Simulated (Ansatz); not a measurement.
A short convergence ladder for HfCo (Cm, 4 atoms in the cell)

```
HfCo
1.0
    1.59092    -4.72229     0.00000
    1.59092     4.72229     0.00000
    0.00000     0.00000     4.20090
Hf Co
2 2
Direct
  0.85948   0.14052   0.76190
  0.14052   0.85948   0.25000
  0.58483   0.41517   0.75000
  0.41517   0.58483   0.25000
```
Moments meant for the start (each program seeds them in its own way; μB, in the order of the atoms Hf Hf Co Co): 0.0 0.0 3.0 3.0.

Base method: LDA (PW92), default PAW files made with PBE (plane waves; Ansatz, a quantum-chemistry and plane-wave program).

Base settings: basis.ecutwfc = 420 eV; kpoints.mp_grid.grid = 7 7 5; hamiltonian.xc = lda; hamiltonian.pseudopotentials = {kind: paw} (the program's default PAW files); magnetization.spin_polarized = true; scf.occupations.method = gaussian; scf.occupations.width = 0.1 eV.

The count of work is k-points × plane waves × bands × iterations; it is no time. Core times come from one kind of shared machine, to one figure; runs under 30 s give none.

**The k-point mesh**

The second cell is the first with its lattice scaled by 0.98.

Only quantities that move along the ladder and can be compared are tabulated.

The magnetic state is not the same in all runs (site moments differ, or a search went on to a lower state), so steps between rows are not convergence errors alone.

| kpoints.mp_grid.grid | free energy less the last step's (meV/atom) | energy of the compressed cell less the first (meV/atom) | pressure (GPa) | largest difference of a force vector from the last step's (eV/Å) | net moment (μB/atom) | count of work / last | core time / last (rough) |
|---|---|---|---|---|---|---|---|
| 2 2 2 | 156.07 | -35.45 | -10.28 | 0.712 | 0.228 | 0.099 | – |
| 3 3 2 | -10.65 | -36.00 | -10.96 | 0.362 | 0.000 | 0.11 | – |
| 3 3 3 | -26.10 | -34.10 | -10.64 | 0.196 | 0.000 | 0.14 | – |
| 5 5 4 | -4.93 | -35.10 | -10.76 | 0.090 | 0.000 | 0.46 | 0.4 |
| 6 6 5 | 7.22 | -33.82 | -10.56 | 0.070 | 0.000 | 2.6 | 2 |
| 7 7 5 | 0.00 | -34.58 | -10.70 | 0.000 | 0.000 | 1.0 | 1 |

Coarsest kpoints.mp_grid.grid that holds the free energy within 2 meV/atom: not settled: the last two steps still differ by 7.2 meV/atom, over half the tolerance, so the ladder does not show it.

Coarsest kpoints.mp_grid.grid that holds the net moment within 0.05 μB/atom of the last step, with all finer ones: 3 3 2, at 0.11 of the last step's count of work; the step before is off by 0.23 μB/atom.

Coarsest kpoints.mp_grid.grid that holds the forces within 0.02 eV/Å: not settled: the last two steps still differ by 0.070 eV/Å, over half the tolerance, so the ladder does not show it.

On the base run: the starting cell comes from a database of computed structures (which also holds hypothetical and non-ambient phases and stackings), without a prior relaxation at this level. Its lattice was rescaled by up to half a per cent. One atom was moved a little off its site on purpose. The starting moments vanished: the run ended non-magnetic, which need not be the lowest state. The program warned that a starting moment was not kept. In the base run, with a pressure of about -11 GPa the cell is away from its equilibrium volume at this level. Ansatz's pressure includes its estimate of the finite-basis (Pulay) stress.

Keys are those of Ansatz 0.2.
